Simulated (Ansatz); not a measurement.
The parent structure is PbSe in the rock salt structure (space group Fm-3m, No. 225; a = 6.178 Å). Axes: x, y, z lie along the cube axes.

Method: r2SCAN/PAW in Ansatz (an electronic-structure program), spin-orbit coupling left out.

Before the change:

| Quantity | Value |
|---|---|
| Valley order | L along ⟨111⟩ 0.67 eV; a point along ⟨110⟩, about 0.6 Å⁻¹ from Γ 1.46 eV |
| Volume per atom | 29.48 Å³ |

Now apply this change: tensile biaxial strain of 1.00 % in the plane normal to [001], as in epitaxy on a mismatched substrate; the out-of-plane cell vector and the atoms relax.

Q: Estimate the effect on the in-plane stress.

A: The mean in-plane stress (compression positive) amounts to -1.3 GPa.

Q: What does the calculation give for the valley order after the change?

A: The valley order (the lowest conduction-band minima on the path, energy above the VBM, named in the base's zone) becomes L along [1-1-1] 0.72 eV; a point along [1-10], about 0.6 Å⁻¹ from Γ 1.50 eV; a point along [100], about 0.4 Å⁻¹ from Γ 2.20 eV (base: L along ⟨111⟩ 0.67 eV; a point along ⟨110⟩, about 0.6 Å⁻¹ from Γ 1.46 eV).

Q: What does the calculation give for the volume per atom after the change?

A: The volume per atom rises by 0.529 Å³, from 29.48 Å³ to 30.00 Å³.

Spin-orbit coupling, missing from the scalar runs, can matter with Pb. The levels and masses belong to the bands next to the band gap. Whether these cells are dynamically stable was not tested.
